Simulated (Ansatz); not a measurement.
# CuPd (within 0.1 Å of Pm-3m, No. 221, 2 atoms in the cell; start mp-1225656)

Computed with r²SCAN (plane waves, PAW; Ansatz, an electronic-structure program).

Run with plane-wave cutoff 560 eV, 22×22×14 k mesh (along the axes of the cell as run), Fermi–Dirac smearing 0.05 eV, no spin polarisation, scalar-relativistic PAW data made under PBE.

Cell (relaxed at this level):

CuPd is taken in the cubic space group Pm-3m (No. 221), the CsCl type structure, Pearson symbol cP2. Conventional cell: a = 2.980 Å, b = 2.980 Å, c = 2.980 Å, α = 90.00°, β = 90.00°, γ = 90.00°. Cu on 1a is surrounded by 8 Pd at 2.581 Å and 6 Cu at 2.980 Å. Pd on 1b is surrounded by 8 Cu at 2.581 Å and 6 Pd at 2.980 Å. (Neighbours: up to the widest gap in distance over summed covalent radii, below 1.35, at either atom.)

For CuPd (within 0.1 Å of Pm-3m, No. 221, 2 atoms in the cell; start mp-1225656), the bulk modulus is 173 GPa.

Note: the run has no spin polarisation, so it can have missed a magnetic state; the bulk modulus is −V dP/dV from two relaxed cells at ±2 % in volume.

Computed values are for the static lattice.

A start named mp-… is a Materials Project structure, which need not be a measured phase.
